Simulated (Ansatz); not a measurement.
Structures of equal composition on the (0001) surface of 4H silicon carbide (Si plane on top): (√3x√3)R30° C adatom at H3; (√3x√3)R30° C adatom at T4. The slabs share one bottom face, and each structure is named by its start. These are constructed structures in small cells; real faces may alloy, dewet or reconstruct in larger ones, and not all known structures of the face are among them. Slabs of about 10 Å with all that they carry, Fermi-Dirac smearing of 0.025 eV. Bottom of the slabs: H caps. Relaxed from the named starts with such symmetry as they have, on meshes of like density; energies extrapolated to zero smearing; no spin-orbit coupling, no U. Spin-polarised runs, if any, are marked in brackets, and their order is one that fits the cell; the others ran without spin. Where a second, spin-polarised start was run, the lower counts.

Host crystal: 4H silicon carbide, with a band gap (PBE, scalar-relativistic without spin-orbit coupling).

Calculation: r2SCAN, at the PBE geometry (plane waves to 500 eV, PAW; Ansatz, a program for electronic structure).

### Question
Rank these by energy per 1x1 cell (lowest first), as r2SCAN, at the PBE geometry gives it.

### Answer
(√3x√3)R30° C adatom at H3 (0.000 eV [spin, 1.0 μB a cell], gap 1.47 eV on the mesh), (√3x√3)R30° C adatom at T4 (0.076 eV [spin, 0.9 μB a cell], no gap over 0.04 eV on the mesh)
